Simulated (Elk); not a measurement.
Input and output of a self-consistent single point for MoSi2 (P1, 3 atoms in the cell) (Elk).

Method of the run: PBE, all-electron FP-LAPW, Elk's shipped species files, LAPW+lo basis (Elk).

The change in words: lattice scaled by 0.98. Reference geometry:
```
CELL_PARAMETERS angstrom
     -1.60500     1.60500     3.92500
      1.60500    -1.60500     3.92500
      1.60500     1.60500    -3.92500
ATOMIC_POSITIONS crystal
  Si 0.65162 0.66315 0.99126
  Si 0.34219 0.31510 0.97653
  Mo 0.00618 0.02174 0.03221
```

Reference input (self-consistent single point, DFT, PBE, all-electron FP-LAPW, Elk's shipped species files, LAPW+lo basis): xctype = 20; rgkmax = 8; stype = 0; swidth = 0.00367493 Ha; ngridk = 7 7 9; gmaxvr = 14 1/bohr; nxoapwlo = 1; rmtscf = 0.91. This run's input differs from it in these lines:

```diff
@@ -25,3 +25,3 @@
 scale
-  8.568126405
+  8.396763877
```

The program printed (abridged):

```
│ Self-consistent loop started │
│ Loop number : 1 │
 total energy                :     -4626.58617686
│ Loop number : 2 │
 total energy                :     -4626.91392084
RMS change in Kohn-Sham potential (target) :   0.5183450398     (  0.1000000000E-05)
Absolute change in total energy (target)   :   0.3277439833     (  0.1000000000E-03)
│ Loop number : 3 │
 total energy                :     -4626.66925435
RMS change in Kohn-Sham potential (target) :   0.5072886089     (  0.1000000000E-05)
Absolute change in total energy (target)   :   0.1627304995     (  0.1000000000E-03)
│ Loop number : 4 │
   [... lines left out ...]
Absolute change in total energy (target)   :   0.4085295159E-03 (  0.1000000000E-03)
│ Loop number : 14 │
 total energy                :     -4629.85301235
RMS change in Kohn-Sham potential (target) :   0.3121110862E-06 (  0.1000000000E-05)
Absolute change in total energy (target)   :   0.2028607996E-03 (  0.1000000000E-03)
│ Loop number : 15 │
 total energy                :     -4629.85300112
RMS change in Kohn-Sham potential (target) :   0.1085081104E-06 (  0.1000000000E-05)
Absolute change in total energy (target)   :   0.6194382240E-04 (  0.1000000000E-03)
Convergence targets achieved

│ Loop number : 16 │

Energies :
 Fermi                       :     0.506594746408
 total energy                :     -4629.85299974

Density of states at Fermi energy :    2.852720504
 (states/Hartree/unit cell)

Estimated indirect band gap :   0.7014282675E-02
 from k-point    188 to k-point     98
Estimated direct band gap   :   0.1051957938E-01
 at k-point    229

Charges :
 core                        :    48.00000000
 valence                     :    22.00000000
 interstitial                :    6.182033971
 muffin-tins (core leakage)
  species :    1 (Si)
   atom    1                 :    11.83701041     (  0.3689274830E-02)
   atom    2                 :    11.85338311     (  0.3701141174E-02)
  species :    2 (Mo)
   atom    1                 :    40.12757251     (  0.2043786644E-05)
 total in muffin-tins        :    63.81796603
 total calculated charge     :    69.99360269
 total charge                :    70.00000000
 error                       :   0.6397313697E-02

│ Self-consistent loop stopped │
```

The run converged in 16 iterations. The count includes the last loop, which Elk runs after its targets are met. Against the reference run the total energy goes up by 57.4 meV/atom.

The starting cell has typed, rounded lattice constants, without a prior relaxation at this level. Its atoms were displaced at random from the sites of space group no. 139. For this run, on top of that: lattice scaled by 0.98. Spin polarisation is off. Values depend on the basis (sphere radii, cutoffs, local orbitals), which need not be converged. The log's line on a gap gives a spacing of levels on this mesh, which the program prints for metals too.

Cost on one core of a shared machine: roughly 7 min.
